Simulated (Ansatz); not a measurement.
Base system: Se (space group P3_121, No. 152; a = 4.0391 Å, c = 5.1204 Å; made of chains).

The change: the cell is scaled by 0.9669 in all directions; the atoms relax in the strained cell.

Levels (all Ansatz, an electronic-structure program, PAW, earlier PAW set): PBEsol (420 eV, no SOC); r2SCAN (500 eV, without spin-orbit coupling); HSE06 (420 eV, spin-orbit coupling left out); HSE06+SOC (420 eV, noncollinear with spin-orbit coupling).

One geometry, relaxed with PBEsol, under each level:

```csv
level,band gap,lowest conduction level above the VBM at special points,electron mass,pressure
PBEsol,0.22 eV,A 0.23 eV; H 0.44 eV; M 0.97 eV; L 1.12 eV,"0.60 mₑ along k, 0.38 mₑ across (off the special points)",47.3 kbar
r2SCAN,0.46 eV,A 0.48 eV; H 0.69 eV; M 1.19 eV; L 1.32 eV,"0.62 mₑ along k, 0.36 mₑ across (off the special points)",72.0 kbar
HSE06,0.83 eV,A 0.85 eV; H 1.08 eV; M 1.59 eV; Γ 1.90 eV,–,–
HSE06+SOC,?,?,–,–
```

**Question.** Give the withheld HSE06+SOC results.

**Answer.** 
- HSE06+SOC, band gap: 0.71 eV
- HSE06+SOC, lowest conduction level above the VBM at special points: A 0.76 eV; H 1.02 eV; M 1.54 eV; Γ 1.63 eV

Single points use the geometry relaxed with PBEsol. Their cutoffs differ, which shifts pressures a little. HSE06 gaps are upper bounds (no full band path). The spin-orbit shifts are approximate. Masses are band curvatures over ±0.01 Å⁻¹ around the edge. Along k means along the line from Γ to the band edge. Whether these cells are dynamically stable was not tested. No dispersion term is included in the PBEsol runs. The zero or small gap of Se under isotropic strain −3.31 % can change with the level of theory.
